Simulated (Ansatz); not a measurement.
## MgB$_{2}$ under load (space group P6/mmm): band-structure transport figures

Data:

```
CELL_PARAMETERS angstrom
      3.15962     0.00000     0.00000
     -1.57981     2.73631     0.00000
      0.00000     0.00000     3.48528
ATOMIC_POSITIONS crystal
  Mg 0.00000 0.00000 0.00000
  B  0.66667 0.33333 0.50000
  B  0.33333 0.66667 0.50000
```

Method: PBEsol, rigid bands (plane waves, PAW, scalar-relativistic; Ansatz, an electronic-structure program). Condition of this run: biaxial strain xx = yy = +3 %, z clamped. Cell: cell and atoms relaxed with PBEsol, then loaded as said.

| Property | Result |
|---|---|
| density of states at the Fermi level | 0.718 states/(eV·cell), both spins |
| bare Sommerfeld coefficient | 0.56 mJ/(mol of atoms·K²) |
| Drude plasma energy | 6.8 (x), 6.8 (y), 7.3 (z) eV |
| root-mean-square Fermi velocity | 8.8e5 m/s |
| resistivity times τ | 10.5 (x), 10.5 (y), 9.2 (z) ×10⁻²² Ω·m·s |

A metal at this level (no band gap); rigid bands, thermally averaged at 300 K, both spins. Spin-orbit coupling is left out. τ is one relaxation time for all states.
